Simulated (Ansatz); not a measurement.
Functionals compared on a constructed model of the (111) surface of fcc Ni, ferromagnetic, a pseudomorphic layer of Sn in the host's stacking (bottom of the slab: a bare face, its two planes held), in Ansatz (plane waves, PAW). The structure was relaxed with PBE; the other rows are single points on it. Cutoff 420 eV.

Model: 7-atom slab, 12.5 Å thick at the start, 17x17x1 mesh, Fermi-Dirac 0.1 eV, dipole correction, 2 atoms held, the rest relaxed; start symmetry kept, larger cells not searched; spin-polarised, ending with about 3.4 μB a cell; orders that need a larger cell were not tried, no spin-orbit, no U. It is one candidate, not shown to be the stable structure of the face. These notes are the PBE run's.

| functional | work function of the top face (eV) | magnetic moment of the cell (μB) | rough cost of the single point |
|---|---|---|---|
| PBE | 3.17 | 3.45 | – |
| RPBE | 3.05 | 3.50 | about 120 core-seconds (a rough figure) |

Ansatz is a first-principles code.
